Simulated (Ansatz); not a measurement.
CsCl-type CoGa was calculated with revPBE in Ansatz (PAW).

Numerical settings: plane-wave cutoff 520 eV, 20×20×20 k mesh, Fermi–Dirac smearing 0.05 eV, no spin polarisation, scalar-relativistic PAW data made under PBE.

Cell (relaxed at this level):

```yaml
crystal:
  lattice:
    - [2.89954, 0.00000, 0.00000]
    - [0.00000, 2.89954, 0.00000]
    - [0.00000, 0.00000, 2.89954]
  atoms:
    - { symbol: Ga, position: [0.50000, 0.50000, 0.50000] }
    - { symbol: Co, position: [0.00000, 0.00000, 0.00000] }
```

Question: Estimate the bulk modulus B0 and pressure derivative B′ of the bulk modulus that the calculation returns.

Answer: 
bulk modulus B0: 167 GPa
pressure derivative B′ of the bulk modulus: 4.7

The run finds no gap.

Ansatz is a program for electronic structure.
